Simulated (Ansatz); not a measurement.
For Ta2O5 (C2/m, No. 12, 7 atoms in the cell; start mp-1218141), PBEsol (Ansatz, an electronic-structure program, plane waves, PAW) gives:

```
Item                   Result
---------------  ------------
bulk modulus B0       215 GPa
cohesive energy  7.86 eV/atom
band gap              2.24 eV
```

Task: What does r²SCAN (plane waves, PAW; Ansatz) give for the same quantities?

Result: 
- bulk modulus: 214 GPa (stays essentially unchanged)
- cohesive energy: 7.38 eV/atom (falls by 0.48 eV/atom)
- band gap: 2.84 eV (goes up by 0.60 eV)

Changes are worked out from the printed values.

Unless a cell is named, each level is at its own relaxed cell (PBEsol 13.78, r²SCAN 13.81 Å³/atom).

Levels without +SOC leave out spin–orbit coupling, which shifts energies and cells of such heavy elements.

Levels without +SOC have no spin–orbit coupling; where heavier elements are present it shifts gaps, mostly down, and can invert bands. Density-functional gaps are differences of (generalised) Kohn–Sham levels.

Caveats: the bulk modulus is −V dP/dV from two relaxed cells at ±2 % in volume (PBEsol, r²SCAN); the relaxation could not lower the start's symmetry, so the cell can be a saddle point above a distorted one (PBEsol, r²SCAN). Ansatz's density-functional and Hartree–Fock values are scalar-relativistic unless marked +SOC, with PAW data made under PBE.

A start named mp-… is a Materials Project structure, which need not be a measured phase.
